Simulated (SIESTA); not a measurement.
**A self-consistent single point of KCaCl3 (Cm, 5 atoms in the cell) with SIESTA**

Method of the run: GGA PBEsol, numerical atomic orbitals DZP, PseudoDojo PBEsol standard norm-conserving potentials (rewritten from UPF to PSML) (SIESTA).

Input:

```
# files in the folder: K.psml Ca.psml Cl.psml (PseudoDojo PBEsol standard)
SystemName  KCaCl3
SystemLabel kcacl3

NumberOfAtoms                5
NumberOfSpecies              3
%block ChemicalSpeciesLabel
  1 19 K
  2 20 Ca
  3 17 Cl
%endblock ChemicalSpeciesLabel
LatticeConstant              1.0 Ang
%block LatticeVectors
     3.822865000   -3.824315000    0.000000000
     3.822865000    3.824315000    0.000000000
    -0.000528000    0.000000000    5.406520000
%endblock LatticeVectors
AtomicCoordinatesFormat      ScaledCartesian
%block AtomicCoordinatesAndAtomicSpecies
     7.630292837    0.000000000    5.406411870  1
     3.806476319   -0.000000000    2.623297569  2
     5.714698895    1.927072328    2.610159726  3
     5.714698895   -1.927072328    2.610159726  3
     3.878082218   -0.000000000    5.326179113  3
%endblock AtomicCoordinatesAndAtomicSpecies

XC.functional                GGA
XC.authors                   PBEsol
PAO.BasisSize                DZP
PAO.EnergyShift              0.005 Ry
MeshCutoff                   400 Ry
%block kgrid.MonkhorstPack
    3   0   0  0.0
    0   3   0  0.0
    0   0   3  0.0
%endblock kgrid.MonkhorstPack
OccupationFunction           FD
ElectronicTemperature        10 K

MaxSCFIterations             150
SCF.Mixer.Method             Pulay
SCF.Mixer.Weight             0.1
SCF.Mixer.History            8
SCF.DM.Tolerance             1.0E-04
Diag.ParallelOverK           true
WriteForces                  true
```

Output, abridged:

```
reinit: Reading from file input.fdf

reinit: System Name: KCaCl3
reinit: System Label: kcacl3

coor:   Atomic-coordinates input format  =     Cartesian coordinates
coor:                                          (in units of alat)

siesta: Atomic coordinates (Bohr) and species
siesta:     14.41916   0.00000  10.21664  1        1
siesta:      7.19320  -0.00000   4.95731  2        2
siesta:     10.79922   3.64164   4.93249  3        3
siesta:     10.79922  -3.64164   4.93249  3        4
siesta:      7.32851  -0.00000  10.06502  3        5

siesta: System type = bulk

initatomlists: Number of atoms, orbitals, and projectors:      5    57    90

siesta: ******************** Simulation parameters ****************************
redata: Spin configuration                          = none
redata: Time-Reversal Symmetry                      = T
redata: Number of Atomic Species                    =        3
redata: Mesh Cutoff                                 =   400.0000 Ry
redata: Net charge of the system                    =     0.0000 |e|
redata: Min. number of SCF Iter                     =        0
redata: Max. number of SCF Iter                     =      150
redata: SCF convergence failure will abort job
redata: SCF mix quantity                            = Hamiltonian
redata: Mix DM or H after convergence               =   F
redata: Recompute H after scf cycle                 =   F
redata: Mix DM in first SCF step                    =   T
redata: No kicks to SCF
redata: DM Mixing Weight for Kicks                  =     0.5000
redata: Require Harris convergence for SCF          =   F
redata: Harris energy tolerance for SCF             =     0.000100 eV
redata: Require DM convergence for SCF              =   T
redata: DM tolerance for SCF                        =     0.000100
redata: Require EDM convergence for SCF             =   F
redata: EDM tolerance for SCF                       =     0.001000 eV
redata: Require H convergence for SCF               =   T
redata: Hamiltonian tolerance for SCF               =     0.001000 eV
redata: Require (free) Energy convergence for SCF   =   F
redata: (free) Energy tolerance for SCF             =     0.000100 eV
redata: Using DFT-D3 dispersion                     =   F
redata: Using Saved Data (generic)                  =   F
redata: Method of Calculation                       = Diagonalization
redata: Electronic Temperature                      =    10.0000 K
redata: Number of TDED substeps                     =        3
redata: Dynamics option                             = Single-point calculation
redata: Save all siesta data in one NC              =   F
redata: ***********************************************************************

%block SCF.Mixers
  Pulay
%endblock SCF.Mixers

%block SCF.Mixer.Pulay
  # Mixing method
  method pulay
  variant stable

  # Mixing options
  weight 0.1000
  weight.linear 0.1000
  history 8
%endblock SCF.Mixer.Pulay

DM_history_depth set to one: no extrapolation allowed by default for geometry relaxation
Size of DM history Fstack: 1
Total number of electrons:    40.000000
Total ionic charge:    40.000000

* ProcessorY, Blocksize:    1  58

* Orbital distribution balance (max,min):    57    57

 Kpoints in:           18 . Kpoints trimmed:           14

siesta: k-grid: Number of k-points = 14
siesta: k-points from Monkhorst-Pack grid
siesta: k-cutoff (effective) =     8.110 Ang
siesta: k-point supercell and displacements
siesta: k-grid:     3     0     0      0.000
siesta: k-grid:     0     3     0      0.000
siesta: k-grid:     0     0     3      0.000

diag: Algorithm                                     = D&C
diag: Parallel over k                               =   F
diag: Use parallel 2D distribution                  =   F
diag: Parallel block-size                           = 58
diag: Parallel distribution                         =     1 x     1
diag: Used triangular part                          = Lower
diag: Absolute tolerance                            =  0.100E-15
diag: Orthogonalization factor                      =  0.100E-05
diag: Memory factor                                 =  1.0000

superc: Internal auxiliary supercell:     5 x     5 x     5  =     125
superc: Number of atoms, orbitals, and projectors:    625   7125  11250

                        Single-point calculation

superc: Internal auxiliary supercell:     5 x     5 x     5  =     125
superc: Number of atoms, orbitals, and projectors:    625   7125  11250

outcell: Unit cell vectors (Ang):
        3.822865   -3.824315    0.000000
        3.822865    3.824315    0.000000
       -0.000528    0.000000    5.406520

outcell: Cell vector modules (Ang)   :    5.407373    5.407373    5.406520
outcell: Cell angles (23,13,12) (deg):     90.0040     90.0040     90.0217
outcell: Cell volume (Ang**3)        :    158.0849
new_DM -- step:     1
Initializing Density Matrix...

Attempting to read DM from file... Failed...
DM filled with atomic data:

InitMesh: MESH = 72 x 72 x 72 = 373248
InitMesh: Mesh cutoff (required, used) =   400.000   489.998 Ry

stepf: Fermi-Dirac step function

        iscf     Eharris(eV)        E_KS(eV)     FreeEng(eV)     dDmax    Ef(eV) dHmax(eV)
   scf:    1    -3211.660185    -3210.667819    -3210.667819  1.816183 -6.188620  2.614779
   scf:    2    -3210.934284    -3210.804194    -3210.804194  0.025881 -6.431141  2.228116
   scf:    3    -3211.215726    -3211.074862    -3211.074862  0.115611 -4.765900  0.564923
   scf:    4    -3211.075506    -3211.078660    -3211.078660  0.030016 -5.313339  0.204538
   scf:    5    -3211.085055    -3211.082370    -3211.082370  0.011279 -5.223471  0.055488
   scf:    6    -3211.082754    -3211.082632    -3211.082632  0.007070 -5.181842  0.005786
   scf:    7    -3211.082543    -3211.082604    -3211.082604  0.001700 -5.184961  0.020443
   scf:    8    -3211.082659    -3211.082639    -3211.082639  0.001530 -5.178125  0.005192
   scf:    9    -3211.082640    -3211.082639    -3211.082639  0.000196 -5.179056  0.000244
   scf:   10    -3211.082639    -3211.082639    -3211.082639  0.000024 -5.178681  0.000608

SCF Convergence by DM+H criterion
max |DM_out - DM_in|         :     0.0000244786
max |H_out - H_in|      (eV) :     0.0006081122
SCF cycle converged after 10 iterations

Using DM_out to compute the final energy and forces

siesta: E_KS(eV) =            -3211.0826

siesta: E_KS - E_eggbox =     -3211.0826

siesta: Atomic forces (eV/Ang):
     1   -0.014825   -0.000000    0.018665
     2    0.084997   -0.000000    0.026914
     3   -0.041382   -0.034446   -0.023950
     4   -0.041382    0.034446   -0.023950
     5    0.013599    0.000000    0.003527
   Tot    0.001006   -0.000000    0.001207
   Max    0.084997
   Res    0.032311    sqrt( Sum f_i^2 / 3N )
   Max    0.084997    constrained

Stress tensor Voigt[x,y,z,yz,xz,xy] (kbar):       -6.51       -6.48       -6.36        0.00       -0.02       -0.00
(Free)E + p*V (eV/cell)    -3210.4463
Target enthalpy (eV/cell)    -3211.0826

siesta: Program's energy decomposition (eV):
siesta: Ebs     =      -723.031092
siesta: Eions   =      5600.804403
siesta: Ena     =      1625.408176
siesta: Ekin    =      1090.290454
siesta: Enl     =       389.409262
siesta: Eso     =         0.000000
siesta: Edftu   =         0.000000
siesta: DEna    =        17.571540
siesta: DUscf   =         0.691581
siesta: DUext   =         0.000000
siesta: Ex      =      -675.201067
siesta: Ec      =       -58.448183
siesta: Exc     =      -733.649249
siesta: Eharris =     -3211.082639
siesta: Etot    =     -3211.082639
siesta: FreeEng =     -3211.082639

siesta: Atomic forces (eV/Ang):
siesta:      1   -0.014825   -0.000000    0.018665
siesta:      2    0.084997   -0.000000    0.026914
siesta:      3   -0.041382   -0.034446   -0.023950
siesta:      4   -0.041382    0.034446   -0.023950
siesta:      5    0.013599    0.000000    0.003527
siesta: ----------------------------------------
siesta:    Tot    0.001006   -0.000000    0.001207

siesta: Stress tensor (static) (eV/Ang**3):
siesta:    -0.004060   -0.000000   -0.000012
siesta:    -0.000000   -0.004044   -0.000000
siesta:    -0.000012    0.000000   -0.003971

siesta: Cell volume =        158.084914 Ang**3

siesta: Pressure (static):
siesta:                Solid            Molecule  Units
siesta:           0.00004384          0.00005043  Ry/Bohr**3
siesta:           0.00402504          0.00463055  eV/Ang**3
siesta:           6.44882174          7.41895812  kBar
```

The run converged in 10 iterations.

The starting cell comes from a database of computed structures (which also holds hypothetical and non-ambient phases and stackings), without a prior relaxation at this level. Values carry the incompleteness of an atom-centred basis.
